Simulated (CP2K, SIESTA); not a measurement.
A SIESTA input for a self-consistent single point of La3Ga (Pm-3m, 4 atoms in the cell) (DFT, GGA PBEsol, numerical atomic orbitals DZP, PseudoDojo PBEsol standard norm-conserving potentials (rewritten from UPF to PSML)):

```
# files in the folder: La.psml Ga.psml (PseudoDojo PBEsol standard)
SystemName  La3Ga
SystemLabel La3Ga

NumberOfAtoms                4
NumberOfSpecies              2
%block ChemicalSpeciesLabel
  1 57 La
  2 31 Ga
%endblock ChemicalSpeciesLabel
LatticeConstant              1.0 Ang
%block LatticeVectors
     4.986397000    0.000000000    0.000000000
     0.000000000    4.986397000    0.000000000
     0.000000000    0.000000000    4.986397000
%endblock LatticeVectors
AtomicCoordinatesFormat      Bohr
%block AtomicCoordinatesAndAtomicSpecies
     0.000000000    4.711462339    4.711462339  1
     4.711462339    0.000000000    4.711462339  1
     4.711462339    4.711462339    0.000000000  1
     0.000000000    0.000000000    0.000000000  2
%endblock AtomicCoordinatesAndAtomicSpecies

XC.functional                GGA
XC.authors                   PBEsol
PAO.BasisSize                DZP
PAO.EnergyShift              0.01 Ry
MeshCutoff                   400 Ry
%block kgrid.MonkhorstPack
    7   0   0  0.0
    0   7   0  0.0
    0   0   7  0.0
%endblock kgrid.MonkhorstPack
OccupationFunction           FD
ElectronicTemperature        0.05 eV

MaxSCFIterations             150
SCF.Mixer.Method             Pulay
SCF.Mixer.Weight             0.2
SCF.Mixer.History            8
SCF.DM.Tolerance             1.0E-04
Diag.ParallelOverK           true
WriteForces                  true
Charge.Mulliken              end
```

Translate this input to CP2K.

This is the input that was run; spellings and numerical settings could be chosen otherwise.

```
&GLOBAL
  PROJECT bulk
  RUN_TYPE ENERGY_FORCE
  PRINT_LEVEL LOW
&END GLOBAL
&FORCE_EVAL
  METHOD Quickstep
  STRESS_TENSOR ANALYTICAL
  &DFT
    BASIS_SET_FILE_NAME BASIS_MOLOPT
    BASIS_SET_FILE_NAME BASIS_MOLOPT_UCL
    POTENTIAL_FILE_NAME GTH_POTENTIALS
    &QS
      METHOD GPW
      EPS_DEFAULT 1E-10
    &END QS
    &MGRID
      CUTOFF 600
      REL_CUTOFF 50
      NGRIDS 5
    &END MGRID
    &SCF
      SCF_GUESS ATOMIC
      EPS_SCF 1E-6
      MAX_SCF 100
      ADDED_MOS 8
      &DIAGONALIZATION
        ALGORITHM STANDARD
      &END DIAGONALIZATION
      &MIXING
        METHOD BROYDEN_MIXING
        ALPHA 0.2
        NBUFFER 10
        BETA 1
      &END MIXING
      &SMEAR ON
        METHOD FERMI_DIRAC
        ELECTRONIC_TEMPERATURE [K] 580.23
      &END SMEAR
    &END SCF
    &KPOINTS
      SCHEME MONKHORST-PACK 7 7 7
    &END KPOINTS
    &XC
      &XC_FUNCTIONAL
        &PBE
          PARAMETRIZATION PBESOL
        &END PBE
      &END XC_FUNCTIONAL
    &END XC
    &PRINT
      &MO
        EIGENVALUES T
        OCCUPATION_NUMBERS T
        NDIGITS 8
        FILENAME mo
        &EACH
          QS_SCF 0
        &END EACH
        ADD_LAST NUMERIC
      &END MO
      &MULLIKEN OFF
      &END MULLIKEN
    &END PRINT
  &END DFT
  &SUBSYS
    &CELL
      A 4.98639700 0.00000000 0.00000000
      B 0.00000000 4.98639700 0.00000000
      C 0.00000000 0.00000000 4.98639700
      PERIODIC XYZ
    &END CELL
    &COORD
      SCALED
      La       0.00000000     0.50000000     0.50000000
      La       0.50000000     0.00000000     0.50000000
      La       0.50000000     0.50000000     0.00000000
      Ga       0.00000000     0.00000000     0.00000000
    &END COORD
    &KIND La
      BASIS_SET DZVP-MOLOPT-SR-GTH-q11
      POTENTIAL GTH-PBE-q11
    &END KIND
    &KIND Ga
      BASIS_SET DZVP-MOLOPT-SR-GTH-q13
      POTENTIAL GTH-PBE-q13
    &END KIND
  &END SUBSYS
  &PRINT
    &FORCES ON
    &END FORCES
    &STRESS_TENSOR ON
    &END STRESS_TENSOR
  &END PRINT
&END FORCE_EVAL
```

Basis, cutoffs, solver keys and any potentials are the target program's own. This input uses DFT PBEsol, GPW, DZVP-MOLOPT-SR-GTH basis, GTH-PBE potentials (GTH_POTENTIALS). Both were run: pressure -1.71 GPa in SIESTA and -1.94 in CP2K.

On SIESTA: the starting cell comes from a database of computed structures (which also holds hypothetical and non-ambient phases and stackings), without a prior relaxation at this level. Its lattice was rescaled by a random factor within 2.5 % of one. Values carry the incompleteness of an atom-centred basis.

On CP2K: the starting cell comes from a database of computed structures (which also holds hypothetical and non-ambient phases and stackings), without a prior relaxation at this level. Its lattice was rescaled by a random factor within 2.5 % of one. Values carry the incompleteness of an atom-centred basis. The potentials were made for another functional than the one used.
